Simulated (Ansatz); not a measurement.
A self-consistent single point of the (110) slab of ScSi (cut from a parent of space group no. 63; 8 atoms in the cell) with Ansatz (a quantum-chemistry and plane-wave program).

Method of the run: LDA (PW92), default PAW files made with PBE (plane waves; Ansatz).

The change in words: vacuum of 5 angstrom (first run: 14 Å). Reference geometry:
```xyz
8
Lattice="3.6491 0.0000 0.0000 0.0000 5.3142 0.0000 0.0000 0.0000 20.7776" Properties=species:S:1:pos:R:3 pbc="T T T"
Sc     0.9123     2.1293     9.0590
Sc     2.7368     4.8980     8.0329
Sc     0.9123     0.6434    12.7447
Sc     2.7368     3.4121    11.7186
Si     0.9123     4.6913    10.0919
Si     2.7368     2.3360     7.0000
Si     0.9123     3.2054    13.7776
Si     2.7368     0.8502    10.6857
```

Reference input (self-consistent single point, DFT, LDA (PW92), plane waves, default PAW files made with PBE): basis.ecutwfc = 30.9 Ry; kpoints.mp_grid.grid = 7 5 1; hamiltonian.xc = lda; hamiltonian.pseudopotentials = {kind: paw} (the program's default PAW files); scf.occupations.method = fermi_dirac; scf.occupations.width = 0.0073 Ry. This run's input differs from it in these lines:

Ansatz 0.2 input:
```diff
@@ -4,12 +4,12 @@
     - [0.00000000, 5.31416800, 0.00000000]
-    - [0.00000000, 0.00000000, 20.77761200]
+    - [0.00000000, 0.00000000, 11.77761500]
   atoms:
-    - { symbol: Sc, position: [0.25000000, 0.40068300, 0.43599800] }
-    - { symbol: Sc, position: [0.75000000, 0.92169000, 0.38661300] }
-    - { symbol: Sc, position: [0.25000000, 0.12107800, 0.61338700] }
-    - { symbol: Sc, position: [0.75000000, 0.64208500, 0.56400200] }
-    - { symbol: Si, position: [0.25000000, 0.88278900, 0.48571100] }
-    - { symbol: Si, position: [0.75000000, 0.43958400, 0.33690100] }
-    - { symbol: Si, position: [0.25000000, 0.60318400, 0.66309900] }
-    - { symbol: Si, position: [0.75000000, 0.15997900, 0.51428900] }
+    - { symbol: Sc, position: [0.25000000, 0.40068300, 0.38709000] }
+    - { symbol: Sc, position: [0.75000000, 0.92169000, 0.29996700] }
+    - { symbol: Sc, position: [0.25000000, 0.12107800, 0.70003300] }
+    - { symbol: Sc, position: [0.75000000, 0.64208500, 0.61291000] }
+    - { symbol: Si, position: [0.25000000, 0.88278900, 0.47479200] }
+    - { symbol: Si, position: [0.75000000, 0.43958400, 0.21226700] }
+    - { symbol: Si, position: [0.25000000, 0.60318400, 0.78773300] }
+    - { symbol: Si, position: [0.75000000, 0.15997900, 0.52520800] }
 basis:
```

Output, abridged:

```
SCF iter   1: F=—  HF=-10791.932582 eV  |F-HF|=—  |Δ(HF+E_count)|=         —  Δρ=4.92e-3  dr2=1.84e-1  ethr=1.77e-3  ⟨swp⟩=6.4  Hψ=2000  notcnv=0
all-band conjugate gradients solve this SCF's bands
preconditioner: auto → LDOS
SCF iter   2: F=—  HF=-10791.914220 eV  |F-HF|=—  |Δ(HF+E_count)|=   1.84e-2  Δρ=1.71e-3  dr2=1.20e-2  ethr=3.06e-4  ⟨swp⟩=2.0  Hψ=742  notcnv=0
SCF iter   3: F=—  HF=-10791.913046 eV  |F-HF|=—  |Δ(HF+E_count)|=   1.17e-3  Δρ=7.53e-4  dr2=2.22e-3  ethr=2.00e-5  ⟨swp⟩=2.0  Hψ=785  notcnv=0
SCF iter   4: F=—  HF=-10791.912547 eV  |F-HF|=—  |Δ(HF+E_count)|=   4.99e-4  Δρ=2.29e-4  dr2=1.92e-4  ethr=3.69e-6  ⟨swp⟩=2.0  Hψ=774  notcnv=0
SCF iter   5: F=—  HF=-10791.912496 eV  |F-HF|=—  |Δ(HF+E_count)|=   5.11e-5  Δρ=5.01e-5  dr2=7.49e-6  ethr=3.20e-7  ⟨swp⟩=2.0  Hψ=769  notcnv=0
SCF iter   6: F=—  HF=-10791.912406 eV  |F-HF|=—  |Δ(HF+E_count)|=   9.04e-5  Δρ=1.37e-5  dr2=6.35e-7  ethr=1.25e-8  ⟨swp⟩=2.6  Hψ=792  notcnv=0
SCF iter   7: F=-10791.912406 eV  HF=-10791.912406 eV  |F-HF|=2.98e-8  |Δ(HF+E_count)|=   5.14e-8  Δρ=4.13e-6  dr2=5.25e-8  ethr=1.67e-10  ⟨swp⟩=8.5  Hψ=1998  notcnv=0
SCF 1 converged in 7 iterations: F = -10791.912406 eV  dr2 = 5.25e-8
Free energy (F): -10791.912406 eV
Internal energy: -10791.679952 eV  (E = F + TS)
E sigma→0 (E₀):  -10791.796179 eV
Entropy (-TS):   -0.232453 eV (-29.057 meV/atom)
Fermi energy:    4.834261 eV
--- Forces (eV/Å), atoms counted from 1 ---
  atom   1  Sc     0.00000000    -0.01372343    -0.09900479
  atom   2  Sc     0.00000000     0.11267057    -0.09300025
  atom   3  Sc     0.00000000    -0.11267057     0.09300025
  atom   4  Sc     0.00000000     0.01372343     0.09900479
  atom   5  Si     0.00000000     0.20853977    -0.18046698
  atom   6  Si     0.00000000    -0.22212417     0.59823047
  atom   7  Si     0.00000000     0.22212417    -0.59823047
  atom   8  Si     0.00000000    -0.20853977     0.18046698
--- Stress (GPa, compression-positive) ---
       -5.432294      -0.000000      -0.000000
       -0.000000      -5.351234       0.683502
       -0.000000       0.683501      -3.001970
  P = ⅓ Tr σ = -4.5952 GPa (-45.952 kbar)
  The stress holds the Pulay correction. Without it, at fixed plane waves, as pw.x and ABINIT print it: P = -4.6112 GPa
```

The run converged in 7 iterations. Against the reference run the free energy goes down by 8.4 meV/atom and the largest force goes from 0.717 to 0.638 eV/Å.

The starting cell comes from a database of computed structures (which also holds hypothetical and non-ambient phases and stackings), without a prior relaxation at this level. The slab is cut from that crystal, and its faces are unrelaxed. Its lattice was rescaled by up to half a per cent. Spin polarisation is off, though cut faces can carry moments; the slab shows no gap.
